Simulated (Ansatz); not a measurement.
Reference: BaTiO₃ (P4mm), PBEsol, rigid bands (plane waves, PAW, scalar-relativistic; Ansatz, a first-principles code); axes and stresses refer to this cell.

```
BaTiO3
1.0
    3.95535     0.00000     0.00000
    0.00000     3.95535     0.00000
    0.00000     0.00000     4.04462
Ba Ti O
1 1 3
Cartesian
  1.97767   1.97767   2.35625
  0.00000   0.00000   0.39561
  0.00000   1.97767   0.25664
  1.97767   0.00000   0.25664
  0.00000   0.00000   2.23550
```

- Seebeck coefficient, n-type 1e19 cm⁻³: -311 μV/K
- band gap: 1.85 eV
- electron conductivity mass: 0.63 mₑ

### Question
Change: spin-orbit coupling switched on. What happens to Seebeck coefficient, n-type 1e19 cm⁻³, band gap, electron conductivity mass?

### Answer
Seebeck coefficient, n-type 1e19 cm⁻³ moves little, to -311 μV/K; band gap moves little, to 1.85 eV; electron conductivity mass moves little, to 0.64 mₑ.

Masses are for dilute carriers at 300 K, harmonic means over directions unless an axis is named. Seebeck coefficients are for the stated density at 300 K, with one relaxation time for all states and whether or not that doping can be reached. Spin-orbit coupling is left out unless a row names it.
